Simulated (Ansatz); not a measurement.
## MgS in the rock salt structure (space group Fm-3m, No. 225)

```
CELL_PARAMETERS angstrom
      0.00000     2.60157     2.60157
      2.60157     0.00000     2.60157
      2.60157     2.60157     0.00000
ATOMIC_POSITIONS crystal
  S  0.00000 0.00000 0.00000
  Mg 0.50000 0.50000 0.50000
```

Method: r2SCAN, PAW, 500 eV (Ansatz, a first-principles code; scalar-relativistic without spin-orbit coupling). k-mesh 11×11×11 (Γ-centred); smearing 0.05 eV (Fermi–Dirac).

| Quantity | Result |
|---|---|
| Volume per atom | 17.61 Å³ |
| Density | 2.66 g/cm³ |
| Band gap | 3.46 eV, indirect, Γ → X |
| Electron mass | 0.53 mₑ along k, 0.31 mₑ across |
| Hole mass (degenerate bands, along [100]) | 0.28, 0.93, 0.93 mₑ |
| Lowest conduction-band minima above the VBM | X along ⟨100⟩ 3.46 eV; Γ 4.64 eV |
| Total energy | -1417.788 eV/atom (σ→0; compares only within this code and set-up) |

Masses are band curvatures over ±0.01 Å⁻¹ around the edge. Along k means along the line from Γ to the band edge. No phonon test of stability was made.
